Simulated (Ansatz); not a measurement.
# Mg3Sb2, alloy series

The reference is Mg₃Sb₂ (space group P-3m1, No. 164).

```cif
data_Mg3Sb2
_chemical_formula_sum 'Sb2 Mg3'
_space_group_name_H-M_alt 'P-3m1'
_space_group_IT_number 164
_space_group_name_Hall '-P 3 2"'
_cell_length_a 4.56691
_cell_length_b 4.56691
_cell_length_c 7.24702
_cell_angle_alpha 90.000
_cell_angle_beta 90.000
_cell_angle_gamma 120.000
loop_
_atom_site_label
_atom_site_type_symbol
_atom_site_symmetry_multiplicity
_atom_site_Wyckoff_symbol
_atom_site_fract_x
_atom_site_fract_y
_atom_site_fract_z
_atom_site_occupancy
Sb1 Sb 2 d 0.33333 0.66667 0.22875 1
Mg1 Mg 1 a 0.00000 0.00000 0.00000 1
Mg2 Mg 2 d 0.66667 0.33333 0.36646 1
```

The other end (x = 1) is Mg3Sn2 (space group P-3m1, No. 164; a hypothetical phase, not in the database extracts checked): 25.93 Å³/atom, gap zero; this end may not be an ambient phase.

Sn replaces a fraction x of Sb; each row is one arrangement (x, atoms in the cell, starting space group or random), fully relaxed.

The values are results of r2SCAN in Ansatz (plane waves to 500 eV, PAW, no spin-orbit coupling), not measurements.

Candidates:
(a) x(Sn) = 0.25, 10 atoms, P3m1
(b) x(Sn) = 0.5, 5 atoms, P3m1
(c) x(Sn) = 0.5, 10 atoms, C2/m
(d) x(Sn) = 0.5, 10 atoms, P2_1/m

For the base:

The shortest interatomic distance is 2.819 Å.

Question: Order them by shortest interatomic distance, highest first.

Answer: (d) x(Sn) = 0.5, 10 atoms, P2_1/m (2.852 Å), (b) x(Sn) = 0.5, 5 atoms, P3m1 (2.834 Å), (c) x(Sn) = 0.5, 10 atoms, C2/m (2.821 Å), (a) x(Sn) = 0.25, 10 atoms, P3m1 (2.811 Å)

Each cell is one ordered arrangement of few atoms, which overstates ordering effects compared with a random alloy. With Sb present, leaving out spin-orbit coupling can change the band edges. Whether these cells are dynamically stable was not tested. The final runs are not spin-polarised. An odd electron count without spin: Mg6SnSb3 and Mg3SnSb.

Ansatz is an electronic-structure program.
